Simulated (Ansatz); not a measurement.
The starting structures come from a database of crystals and need not be the phases stable at ambient conditions.

 Where the default PAW files enter, the runs use the earlier of Ansatz's two default sets.

Inside the gap of an insulator the Bloch states are evanescent, with a wavenumber k + iκ along the transport direction.

Data:

```
CELL_PARAMETERS angstrom
      4.95111    -0.00538     0.00794
     -1.87487     7.12468     0.01819
      1.87487     2.65128     6.61303
ATOMIC_POSITIONS crystal
  Hg 0.48372 0.53244 0.24977
  Hg 0.51628 0.46756 0.75023
  Hg 0.01628 0.24977 0.53244
  Hg 0.98372 0.75023 0.46756
  Mo 0.75000 0.10116 0.10116
  Mo 0.25000 0.89884 0.89884
  O  0.30090 0.66554 0.94793
  O  0.69910 0.33446 0.05207
  O  0.19910 0.94793 0.66554
  O  0.80090 0.05207 0.33446
  O  0.14302 0.18331 0.91303
  O  0.85698 0.81669 0.08697
  O  0.35698 0.91303 0.18331
  O  0.64302 0.08697 0.81669
```

Space group of this cell: C2/c. The cell was relaxed by PBE-D3(BJ); by PBEsol its mean pressure is -2.7 GPa.

Transport runs along the normal of the first two printed cell vectors.

The gap is the functional's own, uncorrected, and κ follows it; spin-orbit coupling is left out. Mid-gap values are interpolated between the computed energies.

**Question.** State the band gap and the smallest decay constant κ at mid-gap according to PBEsol (Ansatz, a quantum-chemistry and plane-wave program).

**Answer.** Gap 1.80 eV on a 8×6×6 mesh; κ = 0.247 1/Å, at (0.333, 0.500) of the in-plane reciprocal vectors. At the zone centre, at the nearest computed energy, the slowest state has κ = 0.29 1/Å.
